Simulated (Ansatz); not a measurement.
Consider ZnCu2GeS4 (space group I-4, No. 82; a = 5.267 Å, c = 10.485 Å). Axes: x, y, z lie along a, b, c of the conventional cell.

All numbers come from PBEsol in Ansatz (plane waves to 420 eV, PAW, no spin-orbit coupling).

Before the change:

| Quantity | Value |
|---|---|
| Band gap | 0.60 eV |
| Valence-band top at Γ | 0.00, -0.08, -0.08 eV |

One thing is altered: uniaxial stress, 0.5 GPa tension along z; all other stress components relax to zero.

Problem. What happens to the strain response, band gap and valence-band top at Γ?

Solution. The strain response (xx, yy, zz) amounts to (−0.29, −0.29, +0.76) %; the band gap remains 0.60 eV; the valence-band top at Γ (three highest levels, from the VBM) goes from 0.00, -0.08, -0.08 eV to 0.00, -0.06, -0.06 eV.

Beyond what the load breaks, stability against distortions was not tested. The final runs are not spin-polarised.

Ansatz is a first-principles code.
